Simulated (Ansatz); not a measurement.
# Au: pressure series

The reference is Au in the fcc (Cu type) structure (space group Fm-3m, No. 225).

```yaml
crystal:
  lattice:
    - [0.00000, 2.04167, 2.04167]
    - [2.04167, 0.00000, 2.04167]
    - [2.04167, 2.04167, 0.00000]
  atoms:
    - { symbol: Au, position: [0.00000, 0.00000, 0.00000] }
```

Cell and atoms are relaxed at each pressure.

Computed with Ansatz (a program for electronic structure), PBEsol, PAW, cutoff 420 eV, scalar-relativistic without spin-orbit coupling, earlier PAW set.

Notes on the quantities. enthalpy: H = E + PV relative to the base's energy.

| change | lattice parameter a | enthalpy |
|---|---|---|
| base | 4.083 Å | – |
| pressure −2 GPa | 4.099 Å | -0.21 eV/atom |
| pressure −1 GPa | 4.091 Å | -0.11 eV/atom |
| pressure 0.3 GPa | 4.081 Å | +0.03 eV/atom |
| pressure 0.7 GPa | 4.078 Å | +0.07 eV/atom |
| pressure 1.5 GPa | 4.072 Å | +0.16 eV/atom |
| pressure 3 GPa | 4.061 Å | +0.32 eV/atom |
| pressure 5 GPa | 4.047 Å | +0.52 eV/atom |
| pressure 7.5 GPa | 4.031 Å | +0.78 eV/atom |
| pressure 10 GPa | 4.016 Å | +1.04 eV/atom |

Load acts through the strain it causes; cell and atoms are relaxed under it. Whether these cells are dynamically stable was not tested. Competing high-pressure phases were not computed.
